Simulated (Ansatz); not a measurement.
Consider the following.

```xyz
5
Lattice="5.0939 0.0000 0.0000 0.0000 5.0939 0.0000 0.0000 0.0000 5.0939" Properties=species:S:1:pos:R:3 pbc="T T T"
K      0.0000     0.0000     0.0000
Ta     2.5470     2.5470     2.5470
Cl     0.0000     2.5470     2.5470
Cl     2.5470     2.5470     0.0000
Cl     2.5470     0.0000     2.5470
```

Spin-polarised, with starting moments of sign K0 Ta+ Cl0 Cl0 Cl0.

All numbers come from r2SCAN/PAW in Ansatz (a quantum-chemistry and plane-wave program), without spin-orbit coupling, earlier PAW set. Γ-centred 9×9×9 mesh, Fermi–Dirac width 0.05 eV.

**Question.** What smallest direct gap does the calculation give?

**Answer.** 0.49 eV.

**Question.** Estimate the band gap.

**Answer.** 0.13 eV.

Other magnetic orders, which the real material may have, were not ruled out. Spin-orbit coupling, missing from the scalar runs, can matter with Ta. Stability against distortions was not tested. Where the two band edges lie in opposite spin channels, the gap is a spin-flip gap. The cell was made from KTaO3 by this change: O → Cl; the result is a hypothetical phase, not in the database extracts checked. The zero or small gap of KTaCl3 can change with the level of theory.
